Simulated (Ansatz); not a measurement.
**Ansatz (a program for electronic structure) run on Ca3BiP (Pm-3m, 5 atoms in the cell): self-consistent single point**

Method of the run: LDA (PW92), default PAW files made with PBE (plane waves; Ansatz).

The input file:

Ansatz 0.2 input:
```yaml
# Ca3BiP
crystal:
  lattice:
    - [5.40121800, 0.00000000, 0.00000000]
    - [0.00000000, 5.40121800, 0.00000000]
    - [0.00000000, 0.00000000, 5.40121800]
  atoms:
    - { symbol: Ca, position_ang: [0.00000000, 2.70060900, 2.70060900] }
    - { symbol: Ca, position_ang: [2.70060900, 0.00000000, 2.70060900] }
    - { symbol: Ca, position_ang: [2.70060900, 2.70060900, 0.00000000] }
    - { symbol: Bi, position_ang: [0.00000000, 0.00000000, 0.00000000] }
    - { symbol: P, position_ang: [2.70060900, 2.70060900, 2.70060900] }
basis:
  ecutwfc: 420.0
kpoints:
  mp_grid:
    grid: [5, 5, 5]
hamiltonian:
  xc: lda
  pseudopotentials:
    kind: paw
scf:
  occupations:
    method: fermi_dirac
    width: 0.1
output:
  forces: true
  eigenvalues: true
  stress: true
```

Output, abridged:

```
WARN ansatz: RAYON_NUM_THREADS=1 ignored (pool sized by the plan → 1); use --threads N
Pseudopotentials: kind: paw
Pseudopotential: Ca, paw, valence charge 10
Pseudopotential: Bi, paw, valence charge 15
Pseudopotential: P, paw, valence charge 5
Crystal: 5 atoms, lattice volume = 157.571 Å³
Basis set: ecut = 420 eV, 3071 PW (Γ)
Bands: 30, of which v1, the nominal top of the filled ones, is band 25 counted from 1 (24 counted from 0)
Symmetry: 48 space group operations
Space group: Pm-3m (ITA 221), of the structure as read, at distance tolerance 5.4e-5 Å
k-points: 10 of 125
PAW frozen core: Ca, regenerated for the run's functional, and the local potential with it
PAW frozen core: Bi, regenerated for the run's functional, and the local potential with it
PAW frozen core: P, regenerated for the run's functional, and the local potential with it
Initial density: superposition of atomic densities (neutral atoms: chi_scale 0, normalization atom), corrected by the library's trained network
Initial wavefunctions: pseudopotential atomic-orbital guess
Eigensolver: davidson
Functional: x = slater, c = lda
SCF iter   1: F=—  HF=-18134.729119 eV  |F-HF|=—  |Δ(HF+E_count)|=         —  Δρ=4.43e-3  dr2=3.84e-2  ethr=1.77e-3  ⟨swp⟩=11.8  Hψ=1669  notcnv=0
all-band conjugate gradients solve this SCF's bands
preconditioner: auto → Resta (q_TF=auto, 2.253 Å⁻¹)
SCF iter   2: F=—  HF=-18134.722203 eV  |F-HF|=—  |Δ(HF+E_count)|=   6.92e-3  Δρ=2.36e-3  dr2=9.40e-3  ethr=7.68e-5  ⟨swp⟩=2.0  Hψ=476  notcnv=0
SCF iter   3: F=—  HF=-18134.720257 eV  |F-HF|=—  |Δ(HF+E_count)|=   1.95e-3  Δρ=4.08e-4  dr2=2.81e-4  ethr=1.88e-5  ⟨swp⟩=2.0  Hψ=373  notcnv=0
SCF iter   4: F=—  HF=-18134.720281 eV  |F-HF|=—  |Δ(HF+E_count)|=   2.36e-5  Δρ=9.33e-5  dr2=2.54e-5  ethr=5.63e-7  ⟨swp⟩=3.3  Hψ=638  notcnv=0
SCF iter   5: F=—  HF=-18134.720294 eV  |F-HF|=—  |Δ(HF+E_count)|=   1.33e-5  Δρ=3.02e-5  dr2=9.25e-7  ethr=5.08e-8  ⟨swp⟩=2.0  Hψ=431  notcnv=0
SCF iter   6: F=-18134.720294 eV  HF=-18134.720294 eV  |F-HF|=3.62e-9  |Δ(HF+E_count)|=   4.15e-7  Δρ=3.67e-6  dr2=2.64e-8  ethr=2.00e-10  ⟨swp⟩=10.6  Hψ=1628  notcnv=0
SCF 1 converged in 6 iterations: F = -18134.720294 eV  dr2 = 2.64e-8
SCF converged after 6 iterations
Free energy (F): -18134.720294 eV
Harris-Foulkes:  -18134.720294 eV  (|F-HF|=3.62e-9)
Internal energy: -18134.715193 eV  (E = F + TS)
E sigma→0 (E₀):  -18134.717744 eV
Entropy (-TS):   -0.005101 eV (-1.020 meV/atom)
Fermi energy:    6.771635 eV
--- Per-component energies (eV) ---
  E_band       = -589.976383
  E_kinetic    = 1206.905201
  E_local      = -4092.568172  (includes V_loc(G=0)·N_el)
  E_nonlocal   = 799.014771
  E_hartree    = 1353.863639
  E_xc         = -616.529935
  E_vxc        = -714.630689  (∫ρ·V_xc dr)
  E_paw        = -13342.735649  (= ΣΔE_a)
  E_vpaw       = -496.419549  (= ΣTr[D̂ρ^β])
  E_aug_tail   = -0.000547  (compensation charges beyond the density's cutoff)
  E_ewald      = -3443.626467
  E_core_change = 0.961964  (= ΣΔE_core)
  E_smearing   = -0.005101  (= −TS)
  E_closure    = -0.000000  (closes the sum)
  Σ components = -18134.720294   (vs F -18134.720294, Δ=0.00e0)
--- Forces (eV/Å), atoms counted from 1 ---
  atom   1  Ca     0.00000000     0.00000000     0.00000000
   [... zero for the other atoms too ...]
  max |Σ_I F_I| component: 5.10e-29 eV/Å
--- Stress (GPa, compression-positive) ---
       -2.489561      -0.000000       0.000000
        0.000000      -2.489561       0.000000
        0.000000      -0.000000      -2.489561
  P = ⅓ Tr σ = -2.4896 GPa (-24.896 kbar)
  The stress holds the Pulay correction. Without it, at fixed plane waves, as pw.x and ABINIT print it: P = -2.5015 GPa
--- Band table (eV; the first three rows and the last of 10) ---
  k-point 0: bands = ["-34.2225", "-34.2001", "-34.2001", "-15.5620", "-15.5620", "-15.5620", "-15.4979", "-15.4979", "-15.4979", "-15.3997", "-15.3997", "-15.3997", "-15.0477", "-15.0477", "-15.0477", "-15.0450", "-15.0450", "-3.5392", "-2.9616", [...]
  k-point 1: bands = ["-34.2206", "-34.2019", "-34.2000", "-15.5555", "-15.5555", "-15.5523", "-15.5008", "-15.5008", "-15.4997", "-15.4153", "-15.4048", "-15.4048", "-15.0477", "-15.0460", "-15.0460", "-15.0446", "-15.0438", "-3.4387", "-2.9434", [...]
  k-point 2: bands = ["-34.2162", "-34.2062", "-34.2000", "-15.5426", "-15.5426", "-15.5295", "-15.5074", "-15.5074", "-15.5024", "-15.4477", "-15.4137", "-15.4137", "-15.0476", "-15.0439", "-15.0433", "-15.0433", "-15.0418", "-3.2443", "-2.9367", [...]
  k-point 9: bands = ["-34.2088", "-34.2066", "-34.2066", "-15.6080", "-15.5612", "-15.5601", "-15.5601", "-15.4623", "-15.4623", "-15.4594", "-15.3743", "-15.3743", "-15.0472", "-15.0472", "-15.0472", "-15.0430", "-15.0430", "-3.1201", "-2.4160", [...]
```

The run converged in 6 iterations.

The starting cell comes from a database of computed structures (which also holds hypothetical and non-ambient phases and stackings), without a prior relaxation at this level. Its lattice was rescaled by up to half a per cent. Spin-orbit coupling is off. Ansatz's pressure includes its estimate of the finite-basis (Pulay) stress. The run gives no clean gap (levels at the Fermi energy touch, overlap or are partly filled at this smearing), which alone does not show that the compound is a metal.
